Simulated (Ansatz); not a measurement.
The starting structures come from a database of crystals and need not be the phases stable at ambient conditions.

 Where the default PAW files enter, the runs use the earlier of Ansatz's two default sets.

Tunnelling through a barrier is set by its complex band structure: the current falls as exp(−2κd) with the smallest κ.

Input:

```xyz
10
Lattice="6.1922 0.0000 0.0000 0.0000 6.1922 0.0000 3.0961 -3.0961 4.3785" Properties=species:S:1:pos:R:3 pbc="T T T"
K      3.0961     3.0961     0.0000
Rb     3.0961     0.0000     2.1893
Rb     6.1922     3.0961     2.1893
Ga     0.0000     0.0000     0.0000
F      1.3410     4.8512     0.0000
F      4.8512     1.3410     0.0000
F      1.3410     1.3410     0.0000
F      4.8512     4.8512     0.0000
F      3.0961     3.0961     2.4821
F      6.1922     0.0000     1.8964
```

Space group of this cell: Fm-3m. The cell is taken as given.

Transport runs along the normal of the first two printed cell vectors, the (001) plane of the conventional cell.

The gap is the functional's own, uncorrected, and κ follows it; spin-orbit coupling is left out. Mid-gap values are interpolated between the computed energies.

Question: Predict the band gap and the smallest decay constant κ at mid-gap from r2SCAN run with Ansatz (an electronic-structure program).

Answer: Gap 7.18 eV on a 8×8×8 mesh; κ = 0.541 1/Å, at the zone centre.
